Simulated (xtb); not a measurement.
xtb 6.7.1, GFN1-xTB: Si(Me)2(NMe2)2 (CN(C)[Si](C)(C)N(C)C), 27 atoms. The geometry is a generated start, not checked to be a minimum at this level.

```yaml
method: GFN1-xTB
"--acc": 1 (default)
"--etemp (K)": 300 (default)
detailed input (--input): "none: ANC optimiser, Lindh (1995) Hessian, microcycle=20, maxdispl=1.0, hlow=0.01 (default)"
basis_functions: 78
valence_electrons: 56
```

```xyz
27

C     -1.8684    -1.6774     0.7058
N     -1.4325    -0.3687     0.2978
C     -2.1070     0.6786     1.0234
Si    -0.0081    -0.0388    -0.6218
C      0.4872    -1.6292    -1.5554
C     -0.3978     1.3275    -1.8881
N      1.2386     0.5600     0.4292
C      1.5742    -0.1346     1.6487
C      2.2951     1.4422     0.0001
H     -1.6763    -1.8533     1.7728
H     -2.9470    -1.7828     0.5410
H     -1.3535    -2.4385     0.1295
H     -3.1894     0.6058     0.8723
H     -1.9089     0.6110     2.1003
H     -1.7675     1.6469     0.6701
H     -0.3328    -2.0402    -2.1347
H      0.8372    -2.4010    -0.8766
H      1.2988    -1.4180    -2.2456
H     -0.4891     2.3033    -1.4231
H      0.3752     1.3949    -2.6464
H     -1.3327     1.1168    -2.3971
H      2.4788    -0.7435     1.5340
H      1.7504     0.5850     2.4542
H      0.7535    -0.7850     1.9351
H      3.2167     0.8919    -0.2282
H      1.9853     1.9825    -0.8890
H      2.5201     2.1645     0.7916
```

The structure is relaxed from this start with --opt LEVEL for the levels crude, sloppy, loose, lax, normal, tight, vtight, extreme, once each. Up to the end of the extreme run atoms move by at most 0.73 Å along an axis.

Task: What is the loosest level that ends within 1 meV of the extreme run, and how many cycles does it take?

Result: tight: 43 cycles against 68, ending 0.36 meV above.

| level | cycles | energy above the extreme run (meV) | gradient norm (eV/Å) |
|---|---|---|---|
| crude | 4 | 39 | 0.21 |
| sloppy | 9 | 20 | 0.22 |
| loose | 14 | 12 | 0.16 |
| lax | 22 | 3.4 | 0.059 |
| normal | 31 | 1.4 | 0.014 |
| tight | 43 | 0.36 | 0.0060 |
| vtight | 67 | under 0.01 | 0.00082 |
| extreme | 68 | — | 0.00077 |
